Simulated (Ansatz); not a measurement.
GaSb with two functionals, isotropic strain −5.43 %

The parent structure is GaSb in the zinc blende structure (space group F-43m, No. 216; a = 6.214 Å).

(Cell as relaxed with PBE.)

Levels (all Ansatz, a quantum-chemistry and plane-wave program, PAW, earlier PAW set): PBE (420 eV, no spin-orbit coupling); r2SCAN (500 eV, no SOC).

Each level relaxes its own structure.

```csv
base,PBE,r2SCAN
volume per atom,29.99 Å³,28.84 Å³
lattice parameter a,6.214 Å,6.134 Å
band gap,zero,0.41 eV
```

One thing is altered: the cell is scaled by 0.9457 in all directions; the atoms relax in the strained cell.

| quantity | PBE | r2SCAN |
|---|---|---|
| pressure | 11.2 GPa | (withheld) |
| hole mass (degenerate bands, along [100]) | 0.048, 0.22, 0.22 mₑ (at Γ) | (withheld) |
| energy relative to the base (free energy F) | +137 meV/atom | (withheld) |
| valley order (the lowest conduction-band minima on the path, energy above the VBM, named in the base's zone) | L along ⟨111⟩ 0.68 eV; a point along ⟨100⟩, about 0.9 Å⁻¹ from Γ 0.69 eV; Γ 0.94 eV | (withheld) |

Q: Given the PBE results, estimate those of r2SCAN.

A: 
- pressure, r2SCAN: 13.2 GPa
- hole mass (degenerate bands, along [100]), r2SCAN: 0.077, 0.20, 0.20 mₑ (at Γ)
- energy relative to the base (free energy F), r2SCAN: +156 meV/atom
- valley order (the lowest conduction-band minima on the path, energy above the VBM, named in the base's zone), r2SCAN: a point along ⟨100⟩, about 0.8 Å⁻¹ from Γ 0.83 eV; L along ⟨111⟩ 1.11 eV; Γ 1.75 eV

PBE's pressure lies 2.0 GPa below r2SCAN's; PBE's energy relative to the base lies 19 meV/atom below r2SCAN's; they order the valleys differently. Neither level is exact; r2SCAN is the comparison here, not a measurement.

Spin-orbit coupling, missing from the scalar runs, can matter with Sb. Masses are band curvatures over ±0.01 Å⁻¹ around the edge. No phonon test of stability was made. The final runs are not spin-polarised. The zero or small gap of GaSb can change with the level of theory.
